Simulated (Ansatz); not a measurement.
An Ansatz (a program for electronic structure) input (PBEsol (Ansatz; PAW; 420 eV plane waves; no SOC)):

Ansatz 0.2 input:
```yaml
crystal:
  lattice:
    - [-3.060124035, 2.9709942087, 5.6559682308]
    - [3.060124035, -2.9709942087, 5.6559682308]
    - [3.060124035, 2.9709942087, -5.6559682308]
  atoms:
    - { symbol: Cd, position: [0, 0, 0] }
    - { symbol: Cd, position: [0.75, 0.25, 0.5] }
    - { symbol: Ge, position: [0.5, 0.5, 0] }
    - { symbol: Ge, position: [0.25, 0.75, 0.5] }
    - { symbol: As, position: [0.875, 0.8497350121, 0.4747350121] }
    - { symbol: As, position: [0.1502649879, 0.625, 0.0252649879] }
    - { symbol: As, position: [0.375, 0.4002649879, 0.5252649879] }
    - { symbol: As, position: [0.5997350121, 0.125, 0.9747350121] }
basis: { ecutwfc: 420, ecutrho_ratio: 4, xc_grid: 2, fft_grid_basis: typed }
kpoints: { mp_grid: { grid: [8, 8, 8] } }
hamiltonian:
  xc: pbesol
  dispersion: none
  pseudopotentials: { kind: paw }
scf: { occupations: { method: fermi_dirac, width: 0.05 }, convergence: { dr2_threshold: 0.0000000008 } }
relax: { f_tol: 0.005, max_steps: 50 }
output: { forces: true, stress: true }
checkpoint: { write: state.ck, write_every: 1000 }
```

Q: Which symmetry and how many k-points will the program report, and about how many plane waves at Γ?

A: Space group I212121 (ITA 24) with 4 operations, k-points 95 of 512, and 4009 plane waves at Γ.

Q: And the final pressure?

A: -1.71 GPa (compression positive).

The cells carry an imposed strain or load. No phonon test of stability was made. The cell was made from CdGeAs$_{2}$ in the chalcopyrite structure (space group I-42d, No. 122) by this change: uniaxial strain ε_xx = +3.00 %.
